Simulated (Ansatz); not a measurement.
Functionals compared on the (21-33) surface of hcp Be in its 1x1 cell, outermost plane spacing 0.10 Å in the ideal cut, in Ansatz (plane waves, PAW). The structure was relaxed with PBE; the other rows are single points on it, each with its references at the same level. Cutoff 420 eV (500 eV for r2SCAN).

Set-up: 34 atoms, 10.2 Å thick at the start (thin: gaps and levels are the slab's own); mesh 9x7x1; 0.1 eV smearing; dipole correction on; all atoms relaxed; symmetry of the start imposed; no spin, no spin-orbit, no U. These notes are the PBE run's.

```json
[
 {"functional": "PBE", "surface energy (J/m²)": "2.24", "work function of the top face (eV)": "4.79", "rough cost of the single point": "–"},
 {"functional": "LDA", "surface energy (J/m²)": "2.50", "work function of the top face (eV)": "4.96", "rough cost of the single point": "roughly 100 core-seconds"},
 {"functional": "PBEsol", "surface energy (J/m²)": "[?]", "work function of the top face (eV)": "[?]", "rough cost of the single point": "about 100 core-seconds (a rough figure)"},
 {"functional": "RPBE", "surface energy (J/m²)": "2.09", "work function of the top face (eV)": "4.70", "rough cost of the single point": "about 90 core-seconds (a rough figure)"},
 {"functional": "r2SCAN", "surface energy (J/m²)": "2.32", "work function of the top face (eV)": "4.81", "rough cost of the single point": "roughly 2.7 core-minutes"}
]
```

Task: Some entries are withheld; supply them.

Result: 
- PBEsol, surface energy (J/m²): 2.41
- PBEsol, work function of the top face (eV): 4.84

Ansatz is an electronic-structure program.
